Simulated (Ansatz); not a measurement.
An Ansatz (a program for electronic structure) run: HfO2 with a change (isotropic strain +2.40 %); plane-wave PAW DFT at the PBEsol level (Ansatz, 420 eV), no SOC, earlier PAW set.

Input:

Ansatz 0.2 input:
```yaml
crystal:
  lattice:
    - [3.6531513724, 0, 0]
    - [0, 3.6531513724, 0]
    - [0, 0, 5.2906947606]
  atoms:
    - { symbol: Hf, position: [0, 0, 0] }
    - { symbol: Hf, position: [0.5, 0.5, 0.5] }
    - { symbol: O, position: [0, 0.5, 0.2000992083] }
    - { symbol: O, position: [0, 0.5, 0.7000992083] }
    - { symbol: O, position: [0.5, 0, 0.2999007917] }
    - { symbol: O, position: [0.5, 0, 0.7999007917] }
basis: { ecutwfc: 420, ecutrho_ratio: 4, xc_grid: 2, fft_grid_basis: typed }
kpoints: { mp_grid: { grid: [9, 9, 7] } }
hamiltonian:
  xc: pbesol
  dispersion: none
  pseudopotentials: { azcp: { folder: ./paw }, kind: paw }
scf: { occupations: { method: fermi_dirac, width: 0.05 }, convergence: { dr2_threshold: 0.0000000006 } }
relax: { f_tol: 0.005, max_steps: 50 }
output: { forces: true, stress: true }
checkpoint: { write: state.ck, write_every: 1000 }
```

Output (explanatory and most iteration lines left out):

```
Relaxation: its limit of steps is 50 (relax.max_steps)
Pseudopotential: Hf, paw, valence charge 26
Pseudopotential: O, paw, valence charge 6
Crystal: 6 atoms, lattice volume = 70.607 Å³
Basis set: ecut = 420 eV, 1393 PW (Γ), exchange–correlation on 50×50×72 points (8 copies of the dense FFT grid, shifted against one another)
Bands: 46, of which v1, the nominal top of the filled ones, is band 38 counted from 1 (37 counted from 0)
Symmetry: 16 space group operations
Space group: P42/nmc (ITA 137), of the structure as read, at distance tolerance 4.1e-5 Å
k-points: 60 of 567
Functional: x = pbesol(κ = 0.804, μ = 0.12345679012345678), c = pbesol(β = 0.046)
SCF iter   1: F=—  HF=-33452.907198 eV  |F-HF|=—  |Δ(HF+E_count)|=         —  Δρ=9.31e-2  dr2=4.51e0  ethr=3.10e-3  ⟨swp⟩=6.0  Hψ=8600  notcnv=0
SCF iter   2: F=—  HF=-33451.891107 eV  |F-HF|=—  |Δ(HF+E_count)|=    1.02e0  Δρ=4.01e-2  dr2=9.48e-1  ethr=3.10e-3  ⟨swp⟩=2.6  Hψ=5822  notcnv=0  defer=216
SCF 1 converged in 11 iterations: F = -33451.604461 eV  dr2 = 5.92e-11
relax step   1: F+E_penalty+E_count = -33451.60446089 eV  Δ(F+E_penalty+E_count) = +0.000e0 eV  max|allowed force component| = 3.313e-1 eV/Å  Δτ_max = 0.0000 Å  (11 SCF iters, accepted)
Crystal: 6 atoms, lattice volume = 70.607 Å³
SCF iter   1: F=—  HF=-33451.635350 eV  |F-HF|=—  |Δ(HF+E_count)|=         —  Δρ=3.28e-3  dr2=3.72e-3  ethr=4.63e-6  ⟨swp⟩=2.0  Hψ=8184  notcnv=0  defer=212
SCF iter   2: F=—  HF=-33451.635092 eV  |F-HF|=—  |Δ(HF+E_count)|=   2.58e-4  Δρ=1.87e-3  dr2=1.31e-3  ethr=4.63e-6  ⟨swp⟩=1.0  Hψ=2550  notcnv=0  defer=212
SCF 2 converged in 9 iterations: F = -33451.634879 eV  dr2 = 1.35e-10
relax step   2: F+E_penalty+E_count = -33451.63487854 eV  Δ(F+E_penalty+E_count) = -3.042e-2 eV  max|allowed force component| = 2.244e-1 eV/Å  Δτ_max = 0.0272 Å  (9 SCF iters, accepted)
Crystal: 6 atoms, lattice volume = 70.607 Å³
SCF iter   1: F=—  HF=-33451.656137 eV  |F-HF|=—  |Δ(HF+E_count)|=         —  Δρ=6.56e-3  dr2=1.55e-2  ethr=2.11e-4  ⟨swp⟩=4.0  Hψ=6713  notcnv=0  defer=212
SCF iter   2: F=—  HF=-33451.654927 eV  |F-HF|=—  |Δ(HF+E_count)|=   1.21e-3  Δρ=3.74e-3  dr2=5.54e-3  ethr=2.03e-5  ⟨swp⟩=1.0  Hψ=3240  notcnv=0  defer=212
SCF 3 converged in 10 iterations: F = -33451.654429 eV  dr2 = 4.49e-11
relax step   3: F+E_penalty+E_count = -33451.65442921 eV  Δ(F+E_penalty+E_count) = -1.955e-2 eV  max|allowed force component| = 6.514e-2 eV/Å  Δτ_max = 0.0564 Å  (10 SCF iters, accepted)
Crystal: 6 atoms, lattice volume = 70.607 Å³
SCF iter   1: F=—  HF=-33451.655920 eV  |F-HF|=—  |Δ(HF+E_count)|=         —  Δρ=1.50e-3  dr2=8.16e-4  ethr=1.11e-5  ⟨swp⟩=2.0  Hψ=5789  notcnv=0  defer=212
SCF iter   2: F=—  HF=-33451.655863 eV  |F-HF|=—  |Δ(HF+E_count)|=   5.70e-5  Δρ=8.58e-4  dr2=2.98e-4  ethr=1.07e-6  ⟨swp⟩=1.0  Hψ=3240  notcnv=0  defer=212
SCF 4 converged in 8 iterations: F = -33451.655867 eV  dr2 = 2.62e-10
relax step   4: F+E_penalty+E_count = -33451.65586680 eV  Δ(F+E_penalty+E_count) = -1.438e-3 eV  max|allowed force component| = 9.901e-3 eV/Å  Δτ_max = 0.0132 Å  (8 SCF iters, accepted)
Crystal: 6 atoms, lattice volume = 70.607 Å³
SCF iter   1: F=—  HF=-33451.655862 eV  |F-HF|=—  |Δ(HF+E_count)|=         —  Δρ=1.99e-4  dr2=1.43e-5  ethr=1.89e-7  ⟨swp⟩=2.0  Hψ=5520  notcnv=0  defer=212
SCF iter   2: F=—  HF=-33451.655898 eV  |F-HF|=—  |Δ(HF+E_count)|=   3.61e-5  Δρ=1.15e-4  dr2=5.28e-6  ethr=1.89e-8  ⟨swp⟩=1.0  Hψ=3240  notcnv=0  defer=212
SCF 5 converged in 7 iterations: F = -33451.655902 eV  dr2 = 9.45e-11
relax step   5: F+E_penalty+E_count = -33451.65590214 eV  Δ(F+E_penalty+E_count) = -3.534e-5 eV  max|allowed force component| = 1.996e-4 eV/Å  Δτ_max = 0.0017 Å  (7 SCF iters, accepted)
SCF converged after 7 iterations
Free energy (F): -33451.655902 eV
Internal energy: -33451.655902 eV  (E = F + TS)
E sigma→0 (E₀):  -33451.655902 eV
Fermi energy:    14.776213 eV
--- Forces (eV/Å), atoms counted from 1 ---
  atom   1  Hf     0.00000000     0.00000000    -0.00000000
  atom   2  Hf     0.00000000     0.00000000     0.00000000
  atom   3  O      0.00000000     0.00000000    -0.00019959
  atom   4  O      0.00000000     0.00000000    -0.00019959
  atom   5  O      0.00000000     0.00000000     0.00019959
  atom   6  O      0.00000000     0.00000000     0.00019959
--- Stress (GPa, compression-positive) ---
      -14.287579       0.000000       0.000000
        0.000000     -14.287579       0.000000
        0.000000       0.000000      -8.694314
  P = ⅓ Tr σ = -12.4232 GPa (-124.232 kbar)
--- Relaxed structure (5 steps of the walk, 5 accepted, 0 SCFs on fresh bases) ---
  atoms:
    - { symbol: Hf, position: [4.942470592662139e-36, -7.55099673878938e-37, -1.0929399347796804e-19] }
    - { symbol: Hf, position: [0.5, 0.5, 0.5] }
    - { symbol: O, position: [1.6474901975540464e-35, 0.5, 0.18646162105057043] }
    - { symbol: O, position: [-1.6474901975540464e-35, 0.5, 0.6864616210505705] }
    - { symbol: O, position: [0.5, 6.864542489808528e-38, 0.31353837894942954] }
    - { symbol: O, position: [0.5, 1.7161356224521317e-36, 0.8135383789494296] }
```

Spin-orbit coupling, missing from the scalar runs, can matter with Hf. No phonon test of stability was made. The cell was made from HfO₂ (space group P4_2/nmc, No. 137) by this change: isotropic strain +2.40 %. This is not the structure that HfO2 has at room temperature and ambient pressure.
